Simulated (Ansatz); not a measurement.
**WSe2: response to strain**

The reference is WSe2 (space group P6_3/mmc, No. 194; a = 3.279 Å, c = 12.786 Å; layered, stacked along the Cartesian z axis).

Strains are applied to the cell and any free atomic positions relax.

Computed with Kohn–Sham DFT with the PBE-D3(BJ) functional, run in Ansatz (an electronic-structure program) with PAW and 420 eV plane waves, no spin-orbit coupling.

Notes on the quantities. pressure: mean of the normal stresses, compression positive.

```
isotropic strain (%)  pressure (GPa)
--------------------  --------------
-3                               7.6
-2.4                             5.8
-1.8                               ?
-1.2                             2.6
-0.6                             1.2
0                                0.0
```

Fit P = P₀ − Bδ + Cδ² with δ = (1 + ε)³ − 1 to the rows shown and predict the withheld row.

Least squares on the printed values gives P₀ = 0.0 GPa, B = 63.5 GPa (at held cell shape), C = 271 GPa (largest residual 0.0 GPa); this predicts 4.1 GPa, and the run gives 4.1 GPa, in agreement.

No phonon test of stability was made.
